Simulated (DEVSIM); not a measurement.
Device: n-channel Ge planar bulk MOSFET with SiO2, at 300 K.

- Gate length: 90 nm
- Source drain length: 72 nm
- Dielectric thickness: 1.6 nm
- Lateral straggle: 4.1 nm
- Underlap: 0 nm
- Junction depth: 47.3 nm
- Substrate depth: 288 nm
- Gate work function: 4.08 eV
- Source and drain doping: 8.3e19 cm⁻³, Gaussian tails under the gate
- Body doping: 7.5e17 cm⁻³
- Lifetime: 7e-8 s
- Supply: 1.2 V

All mobilities are scaled by 1; velocity saturation, μ/(1 + (μE/vsat)^b)^(1/b) with b = 2 for electrons and 1 for holes and E the electric field along each mesh edge, is on. Mobility is μmin + (μ − μmin)/(1 + (N/Nref)^α).

This is a model device: material constants are rounded textbook-type values typed into the input, and sizes, dopings and lifetimes were drawn at random. Values at 300 K.

Ge: gap (eV) 0.664, affinity (eV) 4, permittivity 16, Nc (cm⁻³) 1.04e19, Nv (cm⁻³) 6e18, μn (cm²/Vs) 3900, μp (cm²/Vs) 1900, μn,min 150, μp,min 100, Nref,n 2.6e17, Nref,p 4e17, αn 0.56, αp 0.6, vsat,n (cm/s) 6.5e6, vsat,p (cm/s) 6e6. SiO2: gap (eV) 9, affinity (eV) 0.9, permittivity 3.9.

DEVSIM, 2D drift-diffusion, Boltzmann statistics, complete ionisation; no quantum confinement, tunnelling, impact ionisation, self-heating, contact resistance or fringe fields beside the gate. Metal contacts follow the ideal Schottky-Mott rule: no Fermi-level pinning, no interface dipoles.

Transfer curves, |Id| in μA/μm:

| Vg (V) | Vd = 0.05 V | Vd = 1.2 V |
|---|---|---|
| -0.36 | 1.443e-6 | 1.474e-5 |
| -0.3 | 5.047e-6 | 5.810e-5 |
| -0.24 | 2.417e-5 | 0.0002682 |
| -0.18 | 0.0001321 | 0.001362 |
| -0.12 | 0.0007631 | 0.007333 |
| -0.06 | 0.004538 | 0.04102 |
| 0 | 0.02742 | 0.2332 |
| 0.06 | 0.1663 | 1.295 |
| 0.12 | 0.9836 | 6.404 |
| 0.18 | 5.148 | 23.81 |
| 0.24 | 19.32 | 59.31 |
| 0.3 | 47.02 | 108.7 |
| 0.36 | 84.02 | 166.2 |
| 0.42 | 125.8 | 228.9 |
| 0.48 | 170.0 | 295.0 |
| 0.54 | 215.1 | 363.5 |
| 0.6 | 260.6 | 433.8 |
| 0.66 | 305.9 | 505.5 |
| 0.72 | 350.8 | 578.2 |
| 0.78 | 395.1 | 651.9 |
| 0.84 | 438.6 | 726.3 |
| 0.9 | 481.1 | 801.3 |
| 0.96 | 522.6 | 876.8 |
| 1.02 | 563.1 | 952.8 |
| 1.08 | 602.3 | 1029 |
| 1.14 | 640.4 | 1106 |
| 1.2 | 677.4 | 1183 |

Question: Work out the subthreshold swing at low drain bias from the rows at 0 and 0.06 V, and compare it with the thermal limit.

Answer: log10(0.1663/0.02742) = 0.783 over 60.0 mV, so S = 76.6 mV/decade. The limit kT/q ln 10 is 59.5 mV/decade; the ratio is 1.29. This is the steepest step of the table.

Question: Find both thresholds at the constant current 0.1 μA × (1 μm/L) a micrometre, and the DIBL.

Answer: The current is 1.11 μA/μm. Interpolating ln Id gives 0.124 V and 0.055 V; their difference over the 1.15 V of drain bias is 61 mV/V.

Source and drain are degenerate, where Boltzmann statistics are only rough. The electric field that drives the saturation includes the junctions' built-in field, which lowers the mobility there even at small currents: subthreshold currents come out too low, a known weakness of this choice.
